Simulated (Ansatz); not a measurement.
Start from LiNbO₃ (space group R3c, No. 161).

```
CELL_PARAMETERS angstrom
      2.56733     1.48225     4.60804
     -2.56733     1.48225     4.60804
      0.00000    -2.96450     4.60804
ATOMIC_POSITIONS crystal
  Li 0.28078 0.28078 0.28078
  Li 0.78078 0.78078 0.78078
  Nb 0.99839 0.99839 0.99839
  Nb 0.49839 0.49839 0.49839
  O  0.10932 0.35998 0.71863
  O  0.71863 0.10932 0.35998
  O  0.35998 0.71863 0.10932
  O  0.21863 0.85998 0.60932
  O  0.85998 0.60932 0.21863
  O  0.60932 0.21863 0.85998
```

Cartesian axes are those of the cell as printed.

The values are results of PBEsol, PAW, 420 eV (Ansatz, an electronic-structure program; no SOC), not measurements.

Perturbation: uniaxial strain ε_zz = +1.50 %, all other strain components held at zero; the atoms relax in the strained cell.

Q: Predict the stress tensor and what it implies for the stiffness.

A: Stress of the strained cell less that of the base (GPa, compression positive):
```
  -0.97    0.00    0.00
   0.00   -0.97    0.00
   0.00    0.00   -3.40
```

Then −Δσ_ii/ε with ε = 0.0150 gives secant stiffness values (nonlinear terms included at this strain): C33 ≈ 227 GPa, C13 ≈ 64 GPa and C23 ≈ 64 GPa.

Whether these cells are dynamically stable was not tested.
